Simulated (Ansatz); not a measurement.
Cost and result by functional for the surface energy of the (310) surface of silicon in its 1x1 cell, relaxed from an ideal cut (the real face may reconstruct), outermost plane spacing 0.86 Å in the ideal cut (in the relaxation 4 Si–Si bonds formed), in Ansatz (plane waves, PAW). Single points on the PBE structure, on one kind of machine; costs are rough ratios of the slab run's core time (references not counted) to the cheapest single point. r2SCAN's cost holds its higher cutoff (500 against 420 eV). Differences are taken against r2SCAN for comparison alone: no measured value is at hand, so the table doesn't rank accuracy.

Slab: 28 atoms, 11.2 Å thick at the start; k 5x3x1, smearing 0.025 eV, dipole-corrected; all atoms relaxed; start symmetry kept, larger cells not searched; no spin (no spin-polarised run to compare, though such a face may carry moments), no spin-orbit, no U. The slab shows no gap on its mesh. These notes are the PBE run's.

```tsv
functional	relative cost	surface energy (J/m²)	less r2SCAN (J/m²)
LDA	1	1.64	-0.12
PBEsol	1	1.55	-0.21
RPBE	1	1.41	-0.35
r2SCAN	2	1.76	0.00
PBE (the relaxed run's value)	–	1.49	-0.26
```

The values span 0.35 J/m², while the single points' costs differ by a factor of roughly 2. Differences are of unrounded values.

Ansatz is a program for electronic structure.
